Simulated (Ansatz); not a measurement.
**LuCuSe₂ (space group R-3m, No. 166; a hypothetical phase, not in the database extracts checked)**

Space group R-3m, hexagonal axes (No. 166); a = 3.967 Å, b = 3.967 Å, c = 18.389 Å, α = 90.00°, β = 90.00°, γ = 120.00°

```tsv
atom	site	symmetry	x	y	z
Lu	3a	-3m	0.0000	0.0000	0.0000
Cu	3b	-3m	0.0000	0.0000	0.5000
Se	6c	3m	0.0000	0.0000	0.2455
```
(The calculation used a cell of 4 atoms; values per cell refer to that cell.)

Level of theory: r2SCAN/PAW in Ansatz (a first-principles code), no spin-orbit coupling. Γ-centred 10×10×10 mesh, Fermi–Dirac width 0.05 eV.

The volume per atom is 20.88 Å³, the density is 7.88 g/cm³ and the band gap is 1.28 eV, indirect, T → F. The total energy is -8084.014 eV/atom (σ→0; compares only within this code and set-up).

Whether these cells are dynamically stable was not tested. All final runs are without spin polarisation.
